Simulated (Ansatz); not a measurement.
For Ru (hcp (Mg type), P6_3/mmc) at 425 K, quasi-harmonic lattice dynamics with PBEsol density-functional theory in Ansatz (plane waves, PAW) gives a volume expansion coefficient α_V = 17.85 × 10⁻⁶ K⁻¹, an isothermal bulk modulus B_T = 355.1 GPa, a molar volume V_m = 7.971 cm³/mol and C_V = 24.71 J/(mol K). The pressure is 5 GPa. The structure is held there; whether it is the stable one at that pressure was not tested.

Work out the Grüneisen parameter, C_P and the adiabatic bulk modulus.

γ = α_V B_T V_m / C_V = 2.04. C_P − C_V = α_V² B_T V_m T = 0.38 J/(mol K), so C_P = 25.09 J/(mol K). B_S = B_T C_P/C_V = B_T (1 + α_V γ T) = 360.6 GPa.

The PAW data sets were generated under PBE and serve the other functionals too.

Ansatz is a quantum-chemistry and plane-wave program.
